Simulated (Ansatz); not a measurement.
Input:

End structure of a constructed model of the (111) surface of fcc Al, a pseudomorphic layer of Zn in the host's stacking (bottom of the slab: a bare face, its two planes held):

```yaml
crystal:
  lattice:
    - [2.85810, 0.00000, 0.00000]
    - [-1.42905, 2.47518, 0.00000]
    - [0.00000, 0.00000, 30.00000]
  atoms:
    - { symbol: Al, position: [0.33333, 0.66667, 0.27313] }
    - { symbol: Al, position: [0.66667, 0.33333, 0.35092] }
    - { symbol: Al, position: [0.00000, 0.00000, 0.42849] }
    - { symbol: Al, position: [0.33333, 0.66667, 0.50672] }
    - { symbol: Al, position: [0.66667, 0.33333, 0.58460] }
    - { symbol: Al, position: [0.00000, 0.00000, 0.66229] }
    - { symbol: Zn, position: [0.33333, 0.66667, 0.73834] }
```

Set-up: 7 atoms, 13.6 Å thick at the start with caps and adatoms (thin: gaps and levels are the slab's own); mesh 15x15x1; 0.1 eV smearing; dipole correction on; single point; on the structure that PBE left under its start's symmetry; no spin, no spin-orbit, no U. In PBE it is, or lies within 0.01 eV a 1x1 cell of, the lowest of the 2 structures of its composition computed so far; subsurface sites and larger cells were not tried.

Question: What work function of the top face does r2SCAN, at the PBE geometry (Ansatz, a quantum-chemistry and plane-wave program) give?

Answer: 4.23 eV
